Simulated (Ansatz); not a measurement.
Results of r²SCAN+rVV10 (plane waves, PAW; Ansatz, a quantum-chemistry and plane-wave program) for cubic perovskite BaZrO3.

The run printed, among other lines:

```
Crystal: 5 atoms, lattice volume = 70.789 Å³
Basis set: ecut = 560 eV, 2103 PW (Γ), exchange–correlation on 96×96×96 points (27 copies of the dense FFT grid, shifted against one another)
Bands: 25, of which v1, the nominal top of the filled ones, is band 20 counted from 1 (19 counted from 0)
Symmetry: 48 space group operations
Space group: Pm-3m (ITA 221), of the structure as read, at distance tolerance 4.1e-5 Å
k-points: 35 of 512
Functional: x = r2scan, c = r2scan + rvv10(b = 11.95, C = 0.0093); τ floored in thin density (d = 2e-4 eV/Å³)
SCF iter   1: F=—  HF=-11870.886773 eV  |F-HF|=—  |Δ(HF+E_count)|=         —  Δρ=1.02e-2  dr2=9.52e-2  dr2_τ=2.38e-1
SCF iter   2: F=—  HF=-11871.018971 eV  |F-HF|=—  |Δ(HF+E_count)|=   1.32e-1  Δρ=5.31e-3  dr2=1.01e-2  dr2_τ=3.28e-3
  ...
SCF iter   7: F=—  HF=-11871.016539 eV  |F-HF|=—  |Δ(HF+E_count)|=   7.02e-7  Δρ=3.95e-6  dr2=1.23e-8  dr2_τ=8.26e-10
SCF iter   8: F=-11871.016539 eV  HF=-11871.016539 eV  |F-HF|=8.00e-11  |Δ(HF+E_count)|=  9.64e-10  Δρ=5.23e-7  dr2=1.92e-10  dr2_τ=9.97e-12
SCF 1 converged in 8 iterations: F = -11871.016539 eV  dr2 = 1.92e-10
SCF converged after 8 iterations
Free energy (F): -11871.016539 eV
Internal energy: -11871.016539 eV  (E = F + TS)
E sigma→0 (E₀):  -11871.016539 eV
Fermi energy:    11.951650 eV
--- Forces (eV/Å), atoms counted from 1 ---
  atom   1  Ba    -0.00000000    -0.00000000    -0.00000000
  atom   2  Zr     0.00000000     0.00000000    -0.00000000
  atom   3  O     -0.00000000    -0.00000000    -0.00000000
  atom   4  O      0.00000000     0.00000000     0.00000000
  atom   5  O      0.00000000     0.00000000    -0.00000000
--- Stress (GPa, compression-positive) ---
        7.474224       0.000000       0.000000
        0.000000       7.474224       0.000000
        0.000000       0.000000       7.474224
  P = ⅓ Tr σ = 7.4742 GPa (74.742 kbar)
```

### Question
Write an input file that could have produced this run (the log leaves some choices open).

### Answer
This is not unique; one that fits is 
Ansatz 0.2 input:
```yaml
crystal:
  lattice:
    - [4.1367137329, 0.0, 0.0]
    - [0.0, 4.1367137329, 0.0]
    - [0.0, 0.0, 4.1367137329]
  atoms:
    - { symbol: Ba, position: [0.0, 0.0, 0.0] }
    - { symbol: Zr, position: [0.5, 0.5, 0.5] }
    - { symbol: O, position: [0.5, 0.0, 0.5] }
    - { symbol: O, position: [0.0, 0.5, 0.5] }
    - { symbol: O, position: [0.5, 0.5, 0.0] }
basis:
  ecutwfc: 560
  ecutrho_ratio: 4
  xc_grid: 3
kpoints:
  mp_grid: { grid: [8, 8, 8] }
hamiltonian:
  xc: r2scan
  dispersion: rvv10
  pseudopotentials: { kind: paw }
scf:
  occupations: { method: fermi_dirac, width: 0.01 }
  convergence: { dr2_threshold: 0.0000000005 }
output:
  forces: true
  stress: true
  eigenvalues: true
```

The cell is one volume of an energy–volume scan, off the minimum.

The PAW data were made under PBE.

It cost very roughly 12 core-seconds of CPU time.
